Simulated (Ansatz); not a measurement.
A computed series for Ge: response to strain

The reference is Ge (space group P6_3/mmc, No. 194; a cell from a computed database, its experimental status unchecked).

```yaml
crystal:
  lattice:
    - [4.00516, 0.00000, 0.00000]
    - [-2.00258, 3.46857, 0.00000]
    - [0.00000, 0.00000, 13.14138]
  atoms:
    - { symbol: Ge, position: [0.00000, 0.00000, 0.40679] }
    - { symbol: Ge, position: [0.00000, 0.00000, 0.59321] }
    - { symbol: Ge, position: [0.00000, 0.00000, 0.90679] }
    - { symbol: Ge, position: [0.00000, 0.00000, 0.09321] }
    - { symbol: Ge, position: [0.33333, 0.66667, 0.34415] }
    - { symbol: Ge, position: [0.66667, 0.33333, 0.65585] }
    - { symbol: Ge, position: [0.66667, 0.33333, 0.84415] }
    - { symbol: Ge, position: [0.33333, 0.66667, 0.15585] }
```

Cartesian axes are those of the cell as printed.

Strains are applied to the cell and any free atomic positions relax; under biaxial strain the out-of-plane vector relaxes too.

The values are results of Kohn–Sham DFT with the PBEsol functional, run in Ansatz (a first-principles code) with PAW and 420 eV plane waves, no spin-orbit coupling, earlier PAW set, not measurements.

Notes on the quantities. energy relative to the base: free energy F; pressure: mean of the normal stresses, compression positive.

```json
[
 {"variant": "base", "volume per atom": "22.82 Å³", "energy relative to the base": "0 meV/atom", "pressure": "0.0 GPa", "space group": "P6_3/mmc (No. 194)"},
 {"variant": "biaxial strain +1.99 %, plane normal [001], relaxed out of plane", "volume per atom": "?", "energy relative to the base": "–", "pressure": "?", "space group": "P6_3/mmc (No. 194)"},
 {"variant": "biaxial strain +4.69 %, plane normal [001], relaxed out of plane", "volume per atom": "24.65 Å³", "energy relative to the base": "–", "pressure": "-4.2 GPa", "space group": "P6_3/mmc (No. 194)"},
 {"variant": "uniaxial strain ε_xx = −2.23 %", "volume per atom": "22.31 Å³", "energy relative to the base": "+5.0 meV/atom", "pressure": "1.6 GPa", "space group": "Cmcm (No. 63)"},
 {"variant": "uniaxial strain ε_xx = +3.73 %", "volume per atom": "23.67 Å³", "energy relative to the base": "+12 meV/atom", "pressure": "-2.2 GPa", "space group": "Cmcm (No. 63)"},
 {"variant": "uniaxial strain ε_yy = −3.89 %", "volume per atom": "21.93 Å³", "energy relative to the base": "+15 meV/atom", "pressure": "2.9 GPa", "space group": "Cmcm (No. 63)"},
 {"variant": "uniaxial strain ε_yy = +2.28 %", "volume per atom": "23.34 Å³", "energy relative to the base": "+4.8 meV/atom", "pressure": "-1.4 GPa", "space group": "Cmcm (No. 63)"},
 {"variant": "uniaxial strain ε_zz = −0.64 %", "volume per atom": "22.67 Å³", "energy relative to the base": "+0.4 meV/atom", "pressure": "0.4 GPa", "space group": "P6_3/mmc (No. 194)"},
 {"variant": "tensor shear ε_xz = −0.32 %", "volume per atom": "22.82 Å³", "energy relative to the base": "+0.1 meV/atom", "pressure": "0.0 GPa", "space group": "C2/c (No. 15)"}
]
```

Problem. Some entries are withheld; estimate them.

Solution. 
- biaxial strain +1.99 %, plane normal [001], relaxed out of plane, volume per atom: 23.57 Å³
- biaxial strain +1.99 %, plane normal [001], relaxed out of plane, pressure: -2.0 GPa

The mesh was chosen for an insulator and is coarse for the gapless case. No phonon test of stability was made. This is not the structure that Ge has at room temperature and ambient pressure.
